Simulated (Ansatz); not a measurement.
Os in the diamond structure (space group Fd-3m, No. 227; a hypothetical phase, not in the database extracts checked)

Space group Fd-3m, origin choice 1 (No. 227); a = b = c = 5.501 Å, α = β = γ = 90.00°

| atom | site | symmetry | x | y | z |
|---|---|---|---|---|---|
| Os | 8b | -43m | 0.5000 | 0.5000 | 0.5000 |
(The calculation used a cell of 2 atoms; values per cell refer to that cell.)

Level of theory: plane-wave PAW DFT at the PBEsol level (Ansatz, a quantum-chemistry and plane-wave program, 420 eV), without spin-orbit coupling. Γ-centred 15×15×15 mesh, Fermi–Dirac width 0.05 eV.

The volume per atom is 20.81 Å³ and the density comes out as 15.18 g/cm³. The band gap comes out as zero and the total energy is -11249.555 eV/atom (σ→0; compares only within this code and set-up).

Whether these cells are dynamically stable was not tested. The final runs are not spin-polarised.
